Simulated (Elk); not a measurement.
Band structure of SrPd2 (Fd-3m, 6 atoms in the cell).

```
SrPd2
1.0
    0.00000     3.93562     3.93562
    3.93562     0.00000     3.93562
    3.93562     3.93562     0.00000
Sr Pd
2 4
Direct
  0.75000   0.75000   0.75000
  0.50000   0.50000   0.50000
  0.12500   0.62500   0.12500
  0.12500   0.12500   0.12500
  0.62500   0.12500   0.12500
  0.12500   0.12500   0.62500
```

Computed with PBEsol, all-electron FP-LAPW, Elk's shipped species files, APW+lo basis with extra local orbitals (Elk).

Settings: xctype = 22; rgkmax = 8; stype = 0; swidth = 0.00499791 Ha; ngridk = 7 7 7; gmaxvr = 14 1/bohr; nxlo = 2; lorbcnd = true; lmaxi = 2.

The starting cell comes from a database of computed structures (which also holds hypothetical and non-ambient phases and stackings), without a prior relaxation at this level. Spin polarisation is off. Values depend on the basis (sphere radii, cutoffs, local orbitals), which need not be converged.

Levels in eV from the Fermi level, bands 43 to 50:
```json
[
 {"point": "Γ", "43": "0.00", "44": "0.00", "45": "0.00", "46": "0.50", "47": "0.50", "48": "1.05", "49": "1.05", "50": "1.05"},
 {"point": "X", "43": "-1.39", "44": "-1.39", "45": "-1.36", "46": "-1.36", "47": "0.79", "48": "0.79", "49": "2.21", "50": "2.21"},
 {"point": "W", "43": "-1.66", "44": "-1.66", "45": "-0.96", "46": "-0.96", "47": "0.34", "48": "0.34", "49": "2.67", "50": "2.67"},
 {"point": "K", "43": "-1.56", "44": "-1.51", "45": "-1.27", "46": "-0.98", "47": "0.02", "48": "1.23", "49": "2.04", "50": "2.78"},
 {"point": "L", "43": "-1.50", "44": "-1.27", "45": "-1.27", "46": "0.00", "47": "1.54", "48": "1.95", "49": "1.95", "50": "2.07"},
 {"point": "U", "43": "-1.56", "44": "-1.51", "45": "-1.27", "46": "-0.98", "47": "0.02", "48": "1.23", "49": "2.04", "50": "2.78"}
]
```

Bands cross the Fermi level along this path, so the cell is metallic at this level.
